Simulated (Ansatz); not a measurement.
Consider SiO2 (space group P3_121, No. 152; a = 5.022 Å, c = 5.510 Å). Axes: x lies along a and z along c of the hexagonal cell.

(Cell as relaxed with PBE.)

Levels (all Ansatz, a program for electronic structure, PAW): PBE (420 eV, no spin-orbit coupling); PBEsol (420 eV, spin-orbit coupling left out).

Each level relaxes its own structure.

```
base                      PBE    PBEsol
-------------------  --------  --------
volume per atom      13.37 Å³  12.83 Å³
lattice parameter a   5.022 Å   4.949 Å
band gap              5.68 eV   5.72 eV
```

Now apply this change: biaxial strain −2.29 %, plane normal [001], relaxed out of plane (Cartesian); in-plane vectors clamped, the third vector and the atoms free.

```csv
quantity,PBE,PBEsol
electron mass,"0.48 mₑ out of plane, 0.51 mₑ in plane (at Γ)","0.47 mₑ out of plane, 0.50 mₑ in plane (at Γ)"
volume per atom,12.83 Å³,12.31 Å³
band gap,5.79 eV,5.83 eV
```

PBE's volume per atom lies 0.526 Å³ above PBEsol's (4.3 %); PBE's band gap lies 0.04 eV below PBEsol's. Neither level is exact; PBEsol is the comparison here, not a measurement.

Masses are band curvatures over ±0.01 Å⁻¹ around the edge. Stability against distortions was not tested.
